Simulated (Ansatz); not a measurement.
## Input and output of a self-consistent single point for HfC (I4mm, 2 atoms in the cell) (Ansatz)

Computed with LDA (PW92), default PAW files made with PBE (plane waves; Ansatz, an electronic-structure program).

Input:

Ansatz 0.2 input:
```yaml
# HfC
crystal:
  lattice:
    - [0.000000, 2.331600, 2.331600]
    - [2.331600, 0.000000, 2.331600]
    - [2.331600, 2.331600, 0.000000]
  atoms:
    - { symbol: Hf, position: [0.010722, 0.010722, -0.010722] }
    - { symbol: C, position: [0.500000, 0.500000, 0.500000] }
basis:
  ecutwfc: 420.0
kpoints:
  mp_grid: { grid: [12, 12, 12] }
hamiltonian:
  xc: lda
  pseudopotentials: { kind: paw }
scf:
  occupations: { method: fermi_dirac, width: 0.1 }
output:
  forces: true
  eigenvalues: true
  stress: true
```

Output, abridged:

```
WARN ansatz: RAYON_NUM_THREADS=1 ignored (pool sized by the plan → 1); use --threads N
Pseudopotentials: kind: paw
Pseudopotential: Hf, paw, valence charge 26
Pseudopotential: C, paw, valence charge 4
Crystal: 2 atoms, lattice volume = 25.351 Å³
Basis set: ecut = 420 eV, 531 PW (Γ)
Bands: 19, of which v1, the nominal top of the filled ones, is band 15 counted from 1 (14 counted from 0)
Symmetry: 8 space group operations
Space group: I4mm (ITA 107), of the structure as read, at distance tolerance 2.9e-5 Å
k-points: 163 of 1728 (time reversal used)
PAW frozen core: Hf, regenerated for the run's functional, and the local potential with it
PAW frozen core: C, regenerated for the run's functional, and the local potential with it
Initial density: superposition of atomic densities (neutral atoms: chi_scale 0, normalization atom), corrected by the library's trained network
Initial wavefunctions: pseudopotential atomic-orbital guess
Eigensolver: davidson
Functional: x = slater, c = lda
SCF iter   1: F=—  HF=-15721.814347 eV  |F-HF|=—  |Δ(HF+E_count)|=         —  Δρ=8.26e-3  dr2=2.10e-2  ethr=1.77e-3  ⟨swp⟩=4.8  Hψ=12620  notcnv=0
all-band conjugate gradients solve this SCF's bands
preconditioner: auto → Kerker (q_TF=auto, 2.806 Å⁻¹)
SCF iter   2: F=—  HF=-15721.809677 eV  |F-HF|=—  |Δ(HF+E_count)|=   4.67e-3  Δρ=3.57e-3  dr2=2.41e-3  ethr=7.01e-5  ⟨swp⟩=1.0  Hψ=4433  notcnv=0
SCF iter   3: F=—  HF=-15721.809205 eV  |F-HF|=—  |Δ(HF+E_count)|=   4.72e-4  Δρ=1.37e-3  dr2=2.67e-4  ethr=8.03e-6  ⟨swp⟩=2.0  Hψ=4779  notcnv=0
SCF iter   4: F=—  HF=-15721.809116 eV  |F-HF|=—  |Δ(HF+E_count)|=   8.92e-5  Δρ=6.92e-4  dr2=5.39e-5  ethr=8.90e-7  ⟨swp⟩=2.1  Hψ=5066  notcnv=0
SCF iter   5: F=—  HF=-15721.809104 eV  |F-HF|=—  |Δ(HF+E_count)|=   1.16e-5  Δρ=9.34e-5  dr2=1.29e-6  ethr=1.80e-7  ⟨swp⟩=2.5  Hψ=4916  notcnv=0
SCF iter   6: F=-15721.809104 eV  HF=-15721.809104 eV  |F-HF|=1.28e-8  |Δ(HF+E_count)|=   2.31e-7  Δρ=1.28e-5  dr2=3.79e-8  ethr=3.33e-10  ⟨swp⟩=4.5  Hψ=15381  notcnv=0
SCF 1 converged in 6 iterations: F = -15721.809104 eV  dr2 = 3.79e-8
SCF converged after 6 iterations
Free energy (F): -15721.809104 eV
Harris-Foulkes:  -15721.809104 eV  (|F-HF|=1.28e-8)
Internal energy: -15721.799726 eV  (E = F + TS)
E sigma→0 (E₀):  -15721.804415 eV
Entropy (-TS):   -0.009378 eV (-4.689 meV/atom)
Fermi energy:    19.606526 eV
--- Per-component energies (eV) ---
  E_band       = 95.366409
  E_kinetic    = 510.813363
  E_local      = -5027.127382  (includes V_loc(G=0)·N_el)
  E_nonlocal   = -1204.622083
  E_hartree    = 2367.511875
  E_xc         = -345.647604
  E_vxc        = -326.468468  (∫ρ·V_xc dr)
  E_paw        = -6777.016341  (= ΣΔE_a)
  E_vpaw       = 1407.751996  (= ΣTr[D̂ρ^β])
  E_aug_tail   = 0.000008  (compensation charges beyond the density's cutoff)
  E_ewald      = -5248.231637
  E_core_change = 2.520075  (= ΣΔE_core)
  E_smearing   = -0.009378  (= −TS)
  E_closure    = -0.000000  (closes the sum)
  Σ components = -15721.809104   (vs F -15721.809104, Δ=0.00e0)
--- Forces (eV/Å), atoms counted from 1 ---
  atom   1  Hf     0.00000000     0.00000000    -0.34000400
  atom   2  C      0.00000000     0.00000000     0.34001607
  max |Σ_I F_I| component: 1.21e-5 eV/Å
--- Stress (GPa, compression-positive) ---
      -13.671638       0.000000       0.000000
        0.000000     -13.671638       0.000000
        0.000000       0.000000     -12.975574
  P = ⅓ Tr σ = -13.4396 GPa (-134.396 kbar)
  The stress holds the Pulay correction. Without it, at fixed plane waves, as pw.x and ABINIT print it: P = -13.7170 GPa
--- Band table (eV; the first three rows and the last of 163) ---
  k-point 0: bands = ["-41.5382", "-9.9991", "-9.9991", "-9.9984", "7.4500", "8.4403", "8.4511", "8.4511", "8.4531", "8.5286", "8.5286", "8.5286", "20.4380", "20.4380", "20.5857", "20.8678", "21.0930", "21.0930", "22.8637"]
  k-point 1: bands = ["-41.5356", "-10.0459", "-10.0037", "-10.0031", "7.6168", "8.4428", "8.4538", "8.4550", "8.4599", "8.5249", "8.5249", "8.5288", "19.4352", "19.7989", "19.8935", "21.1760", "21.2449", "21.6071", "23.7024"]
  k-point 2: bands = ["-41.5285", "-10.1723", "-10.0162", "-10.0156", "8.0590", "8.4498", "8.4651", "8.4657", "8.5113", "8.5151", "8.5152", "8.5292", "18.0458", "18.7628", "18.8008", "21.7085", "21.7372", "22.0793", "25.2693"]
  k-point 162: bands = ["-41.4862", "-10.5802", "-10.2269", "-10.2269", "8.4740", "8.4740", "8.4747", "8.4972", "8.5057", "8.5065", "8.5065", "9.3691", "17.0387", "17.7750", "19.5438", "19.5438", "24.7581", "26.1151", "26.1151"]
```

The run converged in 6 iterations.

The starting cell has typed, rounded lattice constants, without a prior relaxation at this level. Its lattice was rescaled by up to half a per cent. One atom was moved a little off its site on purpose. Spin-orbit coupling is off. With a pressure of about -13 GPa the cell is away from its equilibrium volume at this level. Ansatz's pressure includes its estimate of the finite-basis (Pulay) stress.
